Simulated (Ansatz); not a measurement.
**CaSe: energy against strain**

CaSe (rock salt, Fm-3m, 25.263 Å³/atom at rest) under an equal strain ε in the (111) plane with the normal axis free, as in a coherent film. PBEsol in Ansatz, a plane-wave DFT program (PAW, default set), 420 eV, 10×10×10 Γ-centred mesh, Fermi-Dirac smearing 0.05 eV; ions are relaxed within the symmetry of each cell.

Here s stands for strain and y for E less E0.

```
strain (%)  E less E0 (meV/atom)
----------  --------------------
-1.25                       2.42
-0.83                       1.06
-0.42                       0.27
0.00                        0.00
0.42                        0.27
0.83                        1.04
1.25                        2.33
2.50                           ?
```

Fit y of the 7 rows that show it with a parabola. Least squares gives y = 0.002 - 0.0266·s + 1.5192·s². Residuals (row less fit): 0.011, -0.011, -0.011, -0.002, 0.011, 0.014, -0.012; standard error 0.014 (degrees of freedom: 4). Twice the quadratic coefficient over the volume, 2 × 1.5192 meV × 10⁴ × 0.1602 / 25.263 Å³, is twice the biaxial elastic modulus of this plane = 193 ± 1.1 GPa.

Question: Predict the withheld y at s = 2.50 from the fit, and compare with the calculation.

Answer: y = 0.002 - 0.0266 × 2.50 + 1.5192 × 2.50² = 9.431 meV/atom. The calculation gives 9.07 meV/atom, 0.361 meV/atom below the prediction (4.0 % of the range of y in the table). The row lies outside the fitted rows, so this is an extrapolation. From the scatter of the fitted rows alone, a prediction at this place has a standard error of 0.055 meV/atom, so the miss is 6.6 times that.

One order more, fitted to all 13 runs of the series, follows each within 0.01, so the miss is the next term of a smooth law. Rows are the converged runs of the series near zero and its far end; series whose fitted rows scatter by over a few per cent of the range, as at a crossing or softening among them, aren't shown in this form. Most that stay on the fit to the last digits aren't either.
